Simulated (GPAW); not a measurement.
Band structure of a sheet of PtS2 (3 atoms in the cell).

```yaml
crystal:
  lattice:
    - [3.35403, 0.00000, 0.00000]
    - [-1.67701, 2.90467, 0.00000]
    - [0.00000, 0.00000, 16.79262]
  atoms:
    - { symbol: Pt, position: [0.00000, 0.00000, 0.50000] }
    - { symbol: S, position: [0.33333, 0.66667, 0.58315] }
    - { symbol: S, position: [0.66667, 0.33333, 0.41685] }
```

Method of the run: PBE, GPAW PAW datasets PBE (gpaw-data 1.0.1) (plane waves; GPAW).

Settings: mode = pw; ecut = 600 eV; xc = PBE; kpts = 11 11 1; mesh shift (steps) = 0 0 0; occupations.name = fermi-dirac; occupations.width = 0.1 eV; nbands = -6; convergence.density = 1e-05 e/electron; convergence.energy = 1e-05 eV/electron; convergence.bands = -4; symmetry.symmorphic = false; symmetry.tolerance = 0.0005; maxiter = 120.

The starting cell was generated: these elements placed on a structure prototype, without a prior relaxation; it need not be a known phase or ordering of this composition. Its lattice was rescaled in the plane by a random factor within 2.5 % of one. Spin-orbit coupling is off.

**Question.** Predict the gap along the standard path and the places of the band edges.

**Answer.** The gap along the path is 1.30 eV, from a point between Γ and M to a point between K and Γ; the smallest direct gap on it is 1.59 eV.

Levels in eV from the top of the valence band on the SCF mesh, bands 11 to 18:
| point | 11 | 12 | 13 | 14 | 15 | 16 | 17 | 18 |
|---|---|---|---|---|---|---|---|---|
| Γ | -1.64 | -1.52 | -0.06 | -0.06 | 2.93 | 2.93 | 5.11 | 5.63 |
| M | -2.08 | -2.07 | -1.64 | -1.44 | 2.66 | 2.79 | 5.05 | 6.22 |
| K | -2.99 | -2.33 | -0.82 | -0.82 | 1.86 | 1.86 | 6.16 | 8.34 |
